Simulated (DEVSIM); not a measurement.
System: abrupt In0.53Ga0.47As n-p junction, at 250 K.

Layer 1 from the left is In0.53Ga0.47As, thickness (μm) 23.0, Nd (cm⁻³) 5.5e16, τn (s) 9e-8, τp (s) 9e-8. Layer 2 from the left is In0.53Ga0.47As, thickness (μm) 76.0, Na (cm⁻³) 2.5e15, τn (s) 9e-8, τp (s) 9e-8.

Left contact: ohmic. Right contact: ohmic. Voltage is applied to the left contact. Recombination: SRH at mid-gap, Auger. Mobility is μmin + (μ − μmin)/(1 + (N/Nref)^α).

This is a model device: material constants are rounded textbook-type values typed into the input, and sizes, dopings and lifetimes were drawn at random. Values at 300 K; Nc and Nv go as T^1.5, mobilities as T to minus their exponent, the gap by Varshni's rule with the affinity fixed.

In0.53Ga0.47As: gap (eV) 0.74, affinity (eV) 4.51, permittivity 13.9, Nc (cm⁻³) 2.1e17, Nv (cm⁻³) 7.7e18, μn (cm²/Vs) 12000, μp (cm²/Vs) 300, μn,min 300, μp,min 10, Nref,n 1.3e17, Nref,p 4.9e17, αn 0.48, αp 0.4, T exponent of μn 1.6, T exponent of μp 1.6, Cn (cm⁶/s) 5e-29, Cp (cm⁶/s) 5e-29, Varshni α (eV/K) 0.00035, Varshni β (K) 190.

Task: Estimate by hand the built-in potential, the peak field at zero bias, the capacitance at 1.5 V, and compare with a numerical solution.

Result: 
- Built-in potential: ni = √(Nc Nv) exp(−Eg/2kT) = 2.40e10 cm⁻³ with Eg = 0.755 eV; Vbi = kT/q ln(Na Nd/ni²) = 0.564 V; numerical 0.564 V.
- Peak field at zero bias: depletion approximation: W = √(2εVbi/(qN)) = 0.602 μm with N = 2.39e15 cm⁻³; field = 2Vbi/W = 18700 V/cm; numerical 19100 V/cm (estimate below by 1.8 %).
- Capacitance at 1.5 V: C = √(qεN / 2(Vbi + |V|)) = 10.7 nF/cm²; numerical 10.8 nF/cm² (estimate below by 1.1 %).

Model (solved in DEVSIM): 1D drift-diffusion, Boltzmann statistics, complete ionisation; no tunnelling, impact ionisation, image-force lowering or self-heating.
